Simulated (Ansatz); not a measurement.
The parent structure is GaAs in the zinc blende structure (space group F-43m, No. 216).

```xyz
2
Lattice="0.0000 2.8334 2.8334 2.8334 0.0000 2.8334 2.8334 2.8334 0.0000" Properties=species:S:1:pos:R:3 pbc="T T T"
As     4.2500     4.2500     4.2500
Ga     0.0000     0.0000     0.0000
```

Calculations: Kohn–Sham DFT with the r2SCAN functional, run in Ansatz (an electronic-structure program) with PAW and 500 eV plane waves, no spin-orbit coupling.

Base values:

| Item | Result |
|---|---|
| Hole mass | 0.050, 0.34, 0.34 mₑ (at Γ) |
| Gap character | direct at Γ |
| Band gap | 0.96 eV |
| Smallest direct gap | 0.96 eV |

It is then changed as follows: a hydrostatic pressure of 18 GPa.

Problem. What does the calculation give for the hole mass after the change?

Solution. The hole mass (degenerate bands, along [100]) becomes 0.10, 0.28, 0.28 mₑ (at Γ) (base: 0.050, 0.34, 0.34 mₑ (at Γ)).

Problem. What does the calculation give for the gap character after the change?

Solution. The gap character changes from direct at Γ to indirect, Γ → Γ–X (87 % along).

Problem. What happens to the band gap?

Solution. The band gap rises by 0.45 eV (0.96 eV → 1.41 eV).

Problem. Estimate the effect on the smallest direct gap.

Solution. The smallest direct gap grows by 1.43 eV, from 0.96 eV to 2.39 eV.

Load acts through the strain it causes; cell and atoms are relaxed under it. Effective masses come from finite differences of ±0.01 Å⁻¹. Whether these cells are dynamically stable was not tested. Measured, GaAs leaves this structure (for a Cmcm phase) near 15 GPa (room temperature; as listed in arXiv:1906.07825).
